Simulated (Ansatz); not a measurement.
# Response to strain in BN

Base system: BN in the zinc blende structure (space group F-43m, No. 216; a = 3.6097 Å). Axes: x, y, z lie along the cube axes.

Strains are applied to the cell and any free atomic positions relax; under biaxial strain the out-of-plane vector relaxes too.

Level of theory: DFT with r2SCAN, PAW potentials and a 500 eV plane-wave cutoff in Ansatz (a program for electronic structure), spin-orbit coupling left out.

Notes on the quantities. energy relative to the base: free energy F.

```tsv
variant	band gap	energy relative to the base	volume per atom	smallest direct gap	electron mass
base	5.00 eV	0 meV/atom	5.88 Å³	9.59 eV	0.87 mₑ along k, 0.29 mₑ across (at X)
biaxial strain +0.50 %, plane normal [001], relaxed out of plane	4.86 eV	+0.8 meV/atom	5.93 Å³	9.47 eV	0.86 mₑ along k, 0.29 mₑ across (at X)
biaxial strain +1.00 %, plane normal [001], relaxed out of plane	4.73 eV	+3.3 meV/atom	5.97 Å³	9.35 eV	0.86 mₑ along k, 0.29 mₑ across (at X)
biaxial strain +1.50 %, plane normal [001], relaxed out of plane	4.59 eV	+7.4 meV/atom	6.02 Å³	9.24 eV	0.85 mₑ along k, 0.30 mₑ across (at X)
biaxial strain +2.00 %, plane normal [001], relaxed out of plane	4.46 eV	+13 meV/atom	6.06 Å³	9.13 eV	0.84 mₑ along k, 0.30 mₑ across (at X)
biaxial strain +2.50 %, plane normal [001], relaxed out of plane	4.34 eV	+20 meV/atom	6.11 Å³	9.02 eV	0.84 mₑ along k, 0.30 mₑ across (at X)
biaxial strain +3.00 %, plane normal [001], relaxed out of plane	4.22 eV	+29 meV/atom	6.16 Å³	8.91 eV	0.83 mₑ along k, 0.30 mₑ across (at X)
```

Masses are band curvatures over ±0.01 Å⁻¹ around the edge. Along k means along the line from Γ to the band edge. Whether these cells are dynamically stable was not tested.
